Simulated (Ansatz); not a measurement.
The starting structures come from a database of crystals and need not be the phases stable at ambient conditions.

Inside the gap of an insulator the Bloch states are evanescent, with a wavenumber k + iκ along the transport direction.

Consider the following.

```
CELL_PARAMETERS angstrom
      5.06837     0.00000     0.00000
      0.00000     9.85873     0.00000
      0.00000     0.00000     5.06837
ATOMIC_POSITIONS crystal
  Cs 0.00000 0.29528 0.50000
  Cs 0.50000 0.70472 0.00000
  Ag 0.50000 0.09893 0.00000
  Ag 0.00000 0.90107 0.50000
  Cl 0.50000 0.35472 0.00000
  Cl 0.00000 0.64528 0.50000
  Cl 0.50000 0.00000 0.50000
  Cl 0.00000 0.00000 0.00000
```

Space group of this cell: P4/nmm. The cell is taken as given; by PBEsol its mean pressure is -1.3 GPa.

Transport runs along the normal of the first two printed cell vectors, the (100) plane of the conventional cell.

The gap is the functional's own, uncorrected, and κ follows it; spin-orbit coupling is left out. Mid-gap values are interpolated between the computed energies.

**Question.** Compute, with PBEsol (Ansatz, a program for electronic structure), the band gap and the smallest decay constant κ at mid-gap.

**Answer.** Gap 2.09 eV on a 6×4×6 mesh; κ = 0.260 1/Å, at the zone centre.
